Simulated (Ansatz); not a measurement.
TiNb₂O₇ (Cm, No. 8, 30 atoms in the cell; start mp-1216971), treated with LDA (PAW; Ansatz, a first-principles code).

Settings: plane-wave cutoff 520 eV, 10×10×4 k mesh (along the axes of the cell as run), Fermi–Dirac smearing 0.01 eV, no spin polarisation, scalar-relativistic PAW data made under PBE.

Cell (relaxed with PBEsol):

```cif
data_Nb12O42Ti6
_chemical_formula_sum 'Ti6 Nb12 O42'
_space_group_name_H-M_alt 'Cm'
_space_group_IT_number 8
_space_group_name_Hall 'C -2y'
_cell_length_a 20.31205
_cell_length_b 3.80297
_cell_length_c 11.94251
_cell_angle_alpha 90.000
_cell_angle_beta 120.163
_cell_angle_gamma 90.000
loop_
_atom_site_label
_atom_site_type_symbol
_atom_site_symmetry_multiplicity
_atom_site_Wyckoff_symbol
_atom_site_fract_x
_atom_site_fract_y
_atom_site_fract_z
_atom_site_occupancy
Ti1 Ti 2 a 0.20719 0.50000 0.63686 1
Ti2 Ti 2 a 0.29453 0.00000 0.36933 1
Ti3 Ti 2 a 0.31021 0.50000 0.98753 1
Nb1 Nb 2 a 0.41878 0.50000 0.35689 1
Nb2 Nb 2 a 0.07966 0.00000 0.63800 1
Nb3 Nb 2 a 0.38697 0.50000 0.62950 1
Nb4 Nb 2 a 0.11330 0.00000 0.37203 1
Nb5 Nb 2 a 0.49586 0.50000 0.00032 1
Nb6 Nb 2 a 0.18910 0.00000 0.01205 1
O1 O 2 a 0.12679 0.50000 0.42035 1
O2 O 2 a 0.37345 0.00000 0.57881 1
O3 O 2 a 0.44902 0.50000 0.80283 1
O4 O 2 a 0.05118 0.00000 0.19839 1
O5 O 2 a 0.09701 0.50000 0.62077 1
O6 O 2 a 0.40298 0.00000 0.37822 1
O7 O 2 a 0.37256 0.50000 0.18515 1
O8 O 2 a 0.12631 0.00000 0.81142 1
O9 O 2 a 0.39970 0.50000 0.98772 1
O10 O 2 a 0.09977 0.00000 0.01171 1
O11 O 2 a 0.32705 0.50000 0.40288 1
O12 O 2 a 0.17304 0.00000 0.59703 1
O13 O 2 a 0.20932 0.50000 0.00235 1
O14 O 2 a 0.29007 0.00000 0.99483 1
O15 O 2 a 0.29032 0.50000 0.61480 1
O16 O 2 a 0.21087 0.00000 0.38666 1
O17 O 2 a 0.25102 0.50000 0.80414 1
O18 O 2 a 0.25051 0.00000 0.19875 1
O19 O 2 a 0.47526 0.50000 0.58353 1
O20 O 2 a 0.02456 0.00000 0.41580 1
O21 O 2 a 0.00361 0.50000 0.00134 1
```
(The calculation used a cell of 30 atoms; values per cell refer to that cell.)

Q: Estimate the band gap and smallest direct gap on the k points sampled that the calculation returns.

A: 
- band gap: 2.03 eV
- smallest direct gap on the k points sampled: 2.27 eV

Note: cell and atoms aren't relaxed at this level (largest force component 0.09 eV/Å, pressure -4.5 GPa).

Spin–orbit coupling is not included.

A start named mp-… is a Materials Project structure, which need not be a measured phase.
